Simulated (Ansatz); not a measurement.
Model glasses of amorphous Ga2O3, 62 to 65 atoms (Ga24O36 before any change). Each row is one cell at a composition chosen by hand, melted whole on the CHGNet potential with the anions pushed apart under 1.9 Å, quenched within some picoseconds, far faster than a real film, and relaxed with PBE, scalar-relativistic without spin-orbit coupling (plane waves to 420 eV, PAW; Ansatz, a first-principles code). Each is the lower in DFT energy of 2 quenches. Cycles of charging and discharging were tried on the cells ahead of these points, and a cell that came back lower was taken. The column on the box says what of it was relaxed with the atoms; held means as the quench left it. Cells that kept moments or hold spare charge are left out, and those that charging annealed.

From the neutral cell one electron is taken away, or one added, and the atoms relax (PBE, the zone centre alone, moment held at 1 μB, uniform background; no image-charge correction, which leaves W too low where the charge is localised). W = E(+1) + E(−1) − 2 E(0) is the cost of moving an electron from one such cell to another; the spacing parts the highest filled and lowest empty level of the neutral cell, which ran without spin polarisation.

Formal charges balance in every cell (each cation at its usual highest valence, Cu and Ag at +1, Sb at +3, H at +1, O at −2, N at −3, F and Cl at −1). R− and R+ are the energies that the atoms' relaxation gave back after the electron was added or removed.

| cell | change | box | spacing (eV) | R− (eV) | R+ (eV) | spacing − R− − R+ (eV) | W (eV) |
|---|---|---|---|---|---|---|---|
| Ga24O39B2 | +2 B, +3 O | shape | 1.00 | 0.02 | 0.45 | 0.53 | 0.96 |
| Ga24O37Li2 | +2 Li, +1 O | shape | 1.32 | 0.02 | 0.42 | 0.88 | withheld |
| Ga24O37Zn | +1 O, +1 Zn | volume and shape | 1.60 | 0.01 | 0.42 | 1.17 | 1.31 |
| Ga24O37Na2 | +2 Na, +1 O | shape | 1.51 | 0.01 | 0.18 | 1.32 | 1.47 |
| Ga24O39La2 | +2 La, +3 O | shape | 1.76 | 0.02 | 0.30 | 1.44 | 1.72 |
| Ga24O38Si | +2 O, +1 Si | volume | 1.62 | 0.01 | 0.12 | 1.49 | 1.61 |
| Ga24O38Ti | +2 O, +1 Ti | shape | 1.84 | 0.01 | 0.12 | 1.71 | 1.88 |
| Ga24O38Hf | +1 Hf, +2 O | shape | 2.03 | 0.02 | 0.12 | 1.89 | 1.99 |

**Question.** Fit a straight line of the last column on the one before it through the 7 full rows, and predict the withheld value for Ga24O37Li2.

**Answer.** Means: x = 1.364, y = 1.563. Slope = Σ(Δx Δy) / Σ(Δx²) = 0.9082 / 1.1532 = 0.788; intercept = 1.563 − (0.788) × 1.364 = 0.488 eV; r.m.s. residual 0.066 eV. Prediction: 0.488 + (0.788) × 0.88 = 1.18 eV. The run gave 1.26 eV, a miss of 0.08 eV, within twice the residual.

**Question.** What would a slope of 1 with no intercept mean?

**Answer.** That adding and removing an electron at fixed atoms costs just the level spacing, as it does for levels spread over a large cell, so that W follows by bookkeeping. The fit has 0.788 and 0.488 eV; a departure holds the carrier's repulsion on its site, which raises W, and the uncorrected background, which lowers it.
